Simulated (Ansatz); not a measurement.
The starting structures come from a database of crystals and need not be the phases stable at ambient conditions.

 Where the default PAW files enter, the runs use the earlier of Ansatz's two default sets.

Tunnelling through a barrier is set by its complex band structure: the current falls as exp(−2κd) with the smallest κ.

Input:

```yaml
crystal:
  lattice:
    - [6.12808, 0.00000, 0.00000]
    - [-0.46071, 8.69453, 0.00000]
    - [-0.23036, 4.34727, 4.22419]
  atoms:
    - { symbol: Cs, position: [0.41339, 0.08901, 0.00000] }
    - { symbol: Ge, position: [0.86586, 0.62735, 0.00000] }
    - { symbol: I, position: [0.41923, 0.58838, 0.00000] }
    - { symbol: I, position: [0.90676, 0.59119, 0.48888] }
    - { symbol: I, position: [0.90676, 0.08007, 0.51112] }
```

Space group of this cell: Cm. The cell is taken as given.

Transport runs along the normal of the first two printed cell vectors.

The gap is the functional's own, uncorrected, and κ follows it; spin-orbit coupling is left out. Mid-gap values are interpolated between the computed energies.

Question: Predict the band gap and the smallest decay constant κ at mid-gap from r2SCAN (Ansatz, a quantum-chemistry and plane-wave program).

Answer: Gap 1.20 eV on a 6×8×8 mesh; κ = 0.138 1/Å, at (0.500, 0.000) of the in-plane reciprocal vectors. At the zone centre, at the nearest computed energy, the slowest state has κ = 0.19 1/Å.
